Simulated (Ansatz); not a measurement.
Ti₂AlN (P6_3/mmc), PBEsol, DFPT electron-phonon coupling, linearised Boltzmann equation in Ansatz (a quantum-chemistry and plane-wave program). Phonon-limited resistivity 22.3 μΩ·cm at 300 K along z (a = (2.96, 0.00, 0.00) Å; b = (-1.48, 2.57, 0.00) Å; c = (0.00, 0.00, 13.54) Å), Drude plasma energy 3.44 eV.

Task: What Drude relaxation time do resistivity and plasma energy imply?

Result: ω_p = 5.23e15 s⁻¹, so τ = 1/(ε₀ ω_p² ρ) = 18.5 fs, a damping ħ/τ of 35.5 meV.

Task: What is the classical skin depth at 1 GHz (nonmagnetic, μ₀ = 1.257×10⁻⁶ H/m)?

Result: δ = √(ρ/(π f μ₀)) = 7520 nm.

A metal at this level (no band gap). Only scattering by harmonic phonons is included (no impurities, grain boundaries, electron-electron scattering or thermal expansion). Spin-orbit coupling is left out. Halving the electron mesh (32x32x8) moves the resistivity by up to 4 % at 300 K. Smearing 0.20 eV; phonons on a 5x5x1 q mesh, which this run doesn't test.

Computed structure with no diffraction record at hand here (it may be known, metastable or hypothetical): Ti2AlN (P6_3/mmc).
